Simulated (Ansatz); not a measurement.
Consider Hf in the hcp (Mg type) structure (space group P6_3/mmc, No. 194; a = 3.1590 Å, c = 4.9998 Å).

Now apply this change: full substitution Hf → Ce; the structure is relaxed again.

Levels (all Ansatz, an electronic-structure program, PAW, earlier PAW set): PBEsol (420 eV, no SOC); r2SCAN (500 eV, no spin-orbit coupling).

The geometry is relaxed with PBEsol.

```
Item               Value
---------------  -------
PBEsol pressure  0.0 GPa
```

Question: How does going to r2SCAN change the pressure?

Answer: The pressure goes from zero to 2.6 GPa.

Open 4f shells without U are poorly described, and the f state was not checked. Single points use the geometry relaxed with PBEsol. Their cutoffs differ, which shifts pressures a little. No phonon test of stability was made. Seeded moments were not kept for Hf → Ce. All final runs are without spin polarisation.
